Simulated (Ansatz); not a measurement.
Start from TiAl (space group P4/mmm, No. 123; relaxed with 0.1 eV smearing).

```yaml
crystal:
  lattice:
    - [2.76616, 0.00000, 0.00000]
    - [0.00000, 2.76616, 0.00000]
    - [0.00000, 0.00000, 4.00209]
  atoms:
    - { symbol: Ti, position: [0.00000, 0.00000, 0.00000] }
    - { symbol: Al, position: [0.50000, 0.50000, 0.50000] }
```

Cartesian axes are those of the cell as printed.

Calculations: LDA/PAW in Ansatz (a program for electronic structure), no SOC.

Before the change:

| Property | Value |
|---|---|
| Shortest interatomic distance | 2.766 Å |
| Pressure | 0.0 GPa |

Now apply this change: the cell is compressed by 1.00 % along z with no lateral relaxation, atoms relaxed at fixed cell.

### Question
What does the calculation give for the energy relative to the base, shortest interatomic distance and pressure after the change?

### Answer
The energy grows by 0.9 meV/atom; the shortest interatomic distance remains 2.766 Å; the pressure (mean of the normal stresses, compression positive) goes from zero to 1.3 GPa.

The cells carry an imposed strain or load. No phonon test of stability was made. The final runs are not spin-polarised.
